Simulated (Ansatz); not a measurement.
The starting structures come from a database of crystals and need not be the phases stable at ambient conditions.

Data:

```yaml
crystal:
  lattice:
    - [5.52233, 0.00000, 0.00000]
    - [0.00000, 7.84526, 0.00000]
    - [2.76117, 3.92263, 2.76117]
  atoms:
    - { symbol: Sr, position: [0.50000, 0.75000, 0.00000] }
    - { symbol: Sr, position: [0.50000, 0.25000, 0.00000] }
    - { symbol: Ti, position: [0.00000, 0.00000, 0.00000] }
    - { symbol: Ti, position: [0.00000, 0.50000, 0.00000] }
    - { symbol: O, position: [0.95808, 0.72904, 0.54192] }
    - { symbol: O, position: [0.04192, 0.27096, 0.45808] }
    - { symbol: O, position: [0.50000, 0.77096, 0.45808] }
    - { symbol: O, position: [0.50000, 0.22904, 0.54192] }
    - { symbol: O, position: [0.00000, 0.25000, 0.00000] }
    - { symbol: O, position: [0.00000, 0.75000, 0.00000] }
```

The cell is taken as given; by r2SCAN it stands under a pressure of -0.8 GPa.

Transport runs along the normal of the first two printed cell vectors, the (100) plane of the conventional cell.

The gap is the functional's own. No spin-orbit coupling. Mid-gap values are those at the computed energy nearest the middle.

Predict the band gap and the smallest decay constant κ at mid-gap from r2SCAN (Ansatz, a quantum-chemistry and plane-wave program).

Gap 2.33 eV on a 12×12×12 mesh; κ = 0.252 1/Å, at the zone centre.
